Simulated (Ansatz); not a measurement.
MgTe (P6_3mc), PBEsol with spin-orbit coupling, rigid bands (Ansatz, a first-principles code): N_v = 4.34e19 cm⁻³ at 300 K and a hole conductivity mass of 1.34 mₑ along y (a = (4.56, 0.00, 0.00) Å; b = (-2.28, 3.95, 0.00) Å; c = (0.00, 0.00, 7.41) Å).

Question: For 1e17 holes per cm³ at 300 K, place the Fermi level, estimate the Seebeck coefficient of a parabolic band with constant τ, and give mobility and conductivity for τ = 20 fs.

Answer: The level lies k_BT ln(N_v/p) = 0.157 eV above the valence-band maximum. S ≈ +(k_B/e)[ln(N_v/p) + 5/2] = 739 μV/K, against 751 μV/K from the full bands (mean over directions). μ = eτ/m = 26.3 cm²/(V·s) and σ = peμ = 0.421 S/cm. τ is assumed, not computed.

Band transport and this doping are assumed; polarons and phonon drag are left out.
